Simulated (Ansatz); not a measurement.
Density of states of CoAl (Pm-3m) near the Fermi level, PBEsol, rigid bands (Ansatz, a quantum-chemistry and plane-wave program).

```
E − E_F (eV) | states/eV/cell
    -1.95 | ############## 3.04
    -1.85 | ############ 2.64
    -1.75 | ############ 2.60
    -1.65 | ################# 3.64
    -1.55 | ############################# 6.40
    -1.45 | ############################## 6.53
    -1.35 | ############################ 6.11
    -1.25 | ##################### 4.49
    -1.15 | ################# 3.73
    -1.05 | ############### 3.28
    -0.95 | ############## 2.97
    -0.85 | ########### 2.45
    -0.75 | ##### 1.11
    -0.65 | ### 0.58
    -0.55 | ## 0.51
    -0.45 | ## 0.45
    -0.35 | ## 0.41
    -0.25 | ## 0.47
    -0.15 | ## 0.48
    -0.05 | ### 0.58
     0.05 | #### 0.79
     0.15 | ########## 2.09
     0.25 | ########## 2.07
     0.35 | ####### 1.48
     0.45 | ###### 1.21
     0.55 | ##### 1.05
     0.65 | #### 0.93
     0.75 | #### 0.84
     0.85 | #### 0.78
     0.95 | ### 0.72
     1.05 | ### 0.67
     1.15 | ### 0.62
     1.25 | ### 0.58
     1.35 | ## 0.54
     1.45 | ## 0.51
     1.55 | ## 0.47
     1.65 | ## 0.44
     1.75 | ## 0.41
     1.85 | ## 0.38
```

**Question.** With 2 atoms a cell, what bare Sommerfeld coefficient γ = (π²/3) k_B² N(E_F) follows?

**Answer.** N(E_F) ≈ 0.68 states/eV a cell at 300 K, so γ ≈ 0.80 mJ/(mol of atoms·K²), before electron-phonon enhancement.

**Question.** How far does the Fermi level move in a rigid band for 0.1 electron a cell added or removed?

**Answer.** 110 meV and -183 meV.

A metal at this level (no band gap); rigid bands, thermally averaged at 300 K, both spins. Spin-orbit coupling is left out. Geometry: cell and atoms relaxed with PBEsol.

Treated as nonmagnetic (a ferromagnetic start lost its moment, other orders weren't tried): CoAl (Pm-3m).
